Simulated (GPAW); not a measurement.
A self-consistent single point of CrO₂ (P4_2/mnm, 6 atoms in the cell) with GPAW.

Method: PBEsol, GPAW PAW datasets PBEsol (made by gpaw-setup) (plane waves; GPAW).

```
CrO2
1.0
    4.45328     0.00000     0.00000
    0.00000     4.45328     0.00000
    0.00000     0.00000     2.94303
Cr O
2 4
Direct
  0.00000   0.00000   0.50000
  0.50000   0.50000   0.00000
  0.19726   0.19726   0.00000
  0.80274   0.80274   0.00000
  0.30274   0.69726   0.50000
  0.69726   0.30274   0.50000
```
Moments meant for the start (each program seeds them in its own way; μB, in the order of the atoms Cr Cr O O O O): 3.0 3.0 0.0 0.0 0.0 0.0.

Reference input (self-consistent single point, DFT PBE, plane waves, GPAW PAW datasets PBE (gpaw-data 1.0.1)): spinpol = true; mode = pw; ecut = 900 eV; xc = PBE; kpts = 5 5 7; mesh shift (steps) = 0 0 0; occupations.name = methfessel-paxton; occupations.width = 0.272 eV; occupations.order = 0; nbands = -14; convergence.density = 1e-05 e/electron; symmetry.symmorphic = false. This run's input differs from it in these lines:

```diff
@@ -20,3 +20,3 @@
             mode={'name': 'pw', 'ecut': 900},
-            xc='PBE',
+            xc='PBEsol',
             kpts=(5, 5, 7),
```

Its files differ too (potentials: GPAW PAW datasets PBEsol (made by gpaw-setup)).

Log, with long lists cut:

```
     iter     time        total  log10-change:  magmom
                         energy   eigst   dens
iter:   1 --:--:--   -56.818386                   +5.9684
iter:   2 --:--:--   -55.392393   -1.18  -0.92    +4.5905
iter:   3 --:--:--   -53.272997   -1.20  -1.00    +3.9723
iter:   4 --:--:--   -53.588000   -1.99  -1.36    +3.9771
iter:   5 --:--:--   -53.298170   -1.75  -1.21    +3.9927
iter:   6 --:--:--   -53.157583   -2.84  -1.60    +3.9925
iter:   7 --:--:--   -52.994622   -2.21  -1.77    +3.9977
iter:   8 --:--:--   -52.995539   -3.56  -2.57    +3.9985
iter:   9 --:--:--   -52.994405c  -3.84  -2.53    +4.0000
   [... lines left out ...]
iter:  16 --:--:--   -52.995173c  -6.96  -3.84    +4.0000
iter:  17 --:--:--   -52.995175c  -7.42c -3.95    +4.0000
iter:  18 --:--:--   -52.995180c  -6.99  -3.97    +4.0000
iter:  19 --:--:--   -52.995176c  -7.30  -4.19    +4.0000
iter:  20 --:--:--   -52.995189c  -7.23  -4.24    +4.0000
iter:  21 --:--:--   -52.995192c  -8.26c -4.37    +4.0000
iter:  22 --:--:--   -52.995193c  -8.83c -4.48    +4.0000
iter:  23 --:--:--   -52.995192c  -8.72c -4.59    +4.0000
iter:  24 --:--:--   -52.995191c  -8.91c -4.66    +4.0000
iter:  25 --:--:--   -52.995191c  -8.63c -4.90    +4.0000
iter:  26 --:--:--   -52.995191c  -9.26c -5.25c   +4.0000
Converged after 26 iterations.

Dipole moment: (-0.000000, -0.000000, -0.000000) |e|*Ang

Total magnetic moment: (0.000000, 0.000000, 3.999969)
Local magnetic moments:
   0 Cr ( 0.000000,  0.000000,  2.057464)
   1 Cr ( 0.000000,  0.000000,  2.057464)
   2 O  ( 0.000000,  0.000000, -0.062640)
   3 O  ( 0.000000,  0.000000, -0.062640)
   4 O  ( 0.000000,  0.000000, -0.062640)
   5 O  ( 0.000000,  0.000000, -0.062640)

Energy contributions relative to reference atoms: (reference = -65242.115968)

Kinetic:        -20.453051
Potential:       -0.404152
External:        +0.000000
XC:             -33.675210
Entropy (-ST):   -0.064972
Local:           +1.569708
SIC:             +0.000000
--------------------------
Free energy:    -53.027677
Extrapolated:   -52.995191

Spin contamination: 0.374725 electrons
Showing only first 2 kpts
   [... lines left out ...]
Fermi level: 6.07451
No gap
   [... lines left out ...]
  0 Cr    0.00000    0.00000    0.00000
  1 Cr   -0.00000   -0.00000    0.00000
  2 O    -0.11438   -0.11438    0.00000
  3 O     0.11438    0.11438    0.00000
  4 O     0.11438   -0.11438    0.00000
  5 O    -0.11438    0.11438    0.00000

Stress tensor:
     0.031740    -0.000000     0.000000
    -0.000000     0.031740     0.000000
     0.000000     0.000000     0.050075
Stress (GPa, Voigt): [ 5.0854  5.0854  8.0229  0.      0.     -0.    ]
```

The run converged in 26 iterations. GPAW prints stress with tension positive. Against the reference run the largest force goes from 0.096 to 0.162 eV/Å and the size of the net moment stays at 0.67 μB/atom.

At such cutoffs GPAW's stress carries a finite-basis (Pulay) error, which enters relaxed cells too; its log prints stress with tension positive.

The starting cell comes from a database of computed structures (which also holds hypothetical and non-ambient phases and stackings), without a prior relaxation at this level. Its lattice was rescaled by a random factor within 2.5 % of one. The magnetic order is the one reached from the typed start; others were not searched systematically.

Cost on one core of a shared machine: roughly 5 min.
